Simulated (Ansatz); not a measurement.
The reference is BeTe in the zinc blende structure (space group F-43m, No. 216; a = 5.664 Å).

The values are results of PBE (Ansatz, a first-principles code), without spin-orbit coupling, not measurements.

One change was made to it. Results:

```json
[
 {"quantity": "smallest direct gap", "base": "3.64 eV", "after": "3.53 eV"},
 {"quantity": "electron mass", "base": "1.9 mₑ along k, 0.26 mₑ across (at X)", "after": "1.4 mₑ along k, 0.24 mₑ across (at X)"},
 {"quantity": "band gap", "base": "2.03 eV", "after": "1.71 eV"},
 {"quantity": "hole mass (degenerate bands, along [100])", "base": "0.20, 0.35, 0.35 mₑ (at Γ)", "after": "0.22, 0.29, 0.29 mₑ (at Γ)"}
]
```

Problem. Which of these changes matches the shifts?
A) pressure 0.9 GPa
B) pressure 9 GPa
C) pressure −2 GPa

Solution. B, pressure 9 GPa. For comparison, the band gap in the other runs: pressure 0.9 GPa gives 1.99 eV; pressure −2 GPa gives 2.12 eV.

Spin-orbit coupling, missing from the scalar runs, can matter with Te. Load acts through the strain it causes; cell and atoms are relaxed under it. Masses are band curvatures over ±0.01 Å⁻¹ around the edge. Along k means along the line from Γ to the band edge. Stability against distortions was not tested. Competing high-pressure phases were not computed.
